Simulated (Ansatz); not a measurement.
S on the 1x1 (10-10) surface of wurtzite ZnO (cut with top plane O + Zn), one in a 1x1 cell, energies for each (17.4 Å²). Energies are against ⅛ S8(g), without zero-point or thermal terms; each row is named by its start (#2, #3: further inequivalent places of a kind). No converged result for: 1 more start.

Host crystal: wurtzite ZnO, with a band gap (PBE, scalar-relativistic without spin-orbit coupling).

These are PBE (plane waves to 420 eV, PAW; Ansatz, a quantum-chemistry and plane-wave program) values and carry that method's errors.

Slab: 17 atoms, 9.4 Å thick at the start under the adsorbate (thin: gaps and levels are the slab's own); k 6x4x1, smearing 0.01 eV, dipole-corrected; 8 atoms held, the rest relaxed; each run with such symmetry as its start has; spin-polarised, no spin-orbit, no U, no dispersion correction.

A negative adsorption energy means that the adsorbate is more stable on the surface than in its reference. Starts that drift may end in the same place. Heights count from the host atoms within 0.3 Å of the top one. Moments of ungapped slabs depend on the mesh.

```json
[
 {"starting site": "top O (the adsorbate paired with a surface O atom)", "E_ads (eV)": "0.83", "height (Å)": "1.36", "nearest host atom (Å)": "O 1.74", "bonded to": "O + Zn", "change of the vacuum step (eV)": "-0.04", "lateral drift (Å)": "0.6", "moment (μB)": "0.1"},
 {"starting site": "top Zn (the adsorbate paired with a surface O atom)", "E_ads (eV)": "0.90", "height (Å)": "1.39", "nearest host atom (Å)": "O 1.79", "bonded to": "O + Zn", "change of the vacuum step (eV)": "-0.05", "lateral drift (Å)": "2.4", "moment (μB)": "0.1"},
 {"starting site": "top Zn #2", "E_ads (eV)": "1.93", "height (Å)": "1.82", "nearest host atom (Å)": "Zn 2.45", "bonded to": "2 Zn", "change of the vacuum step (eV)": "0.63", "lateral drift (Å)": "2.6", "moment (μB)": "1.7"},
 {"starting site": "over O at depth 0.9 Å", "E_ads (eV)": "1.93", "height (Å)": "1.82", "nearest host atom (Å)": "Zn 2.45", "bonded to": "2 Zn", "change of the vacuum step (eV)": "0.63", "lateral drift (Å)": "0.7", "moment (μB)": "1.7"},
 {"starting site": "hollow O-O-Zn-Zn-Zn", "E_ads (eV)": "1.93", "height (Å)": "1.82", "nearest host atom (Å)": "Zn 2.46", "bonded to": "2 Zn", "change of the vacuum step (eV)": "0.63", "lateral drift (Å)": "0.8", "moment (μB)": "1.7"},
 {"starting site": "hollow beside O (the adsorbate paired with a surface O atom)", "E_ads (eV)": "0.82", "height (Å)": "1.33", "nearest host atom (Å)": "O 1.75", "bonded to": "O + Zn", "change of the vacuum step (eV)": "0.16", "lateral drift (Å)": "0.6", "moment (μB)": "0.1"},
 {"starting site": "bridge Zn-Zn (span 3.3 Å) #2 (the adsorbate paired with a surface O atom)", "E_ads (eV)": "0.86", "height (Å)": "1.32", "nearest host atom (Å)": "O 1.80", "bonded to": "O + Zn", "change of the vacuum step (eV)": "0.25", "lateral drift (Å)": "1.6", "moment (μB)": "0.0"}
]
```
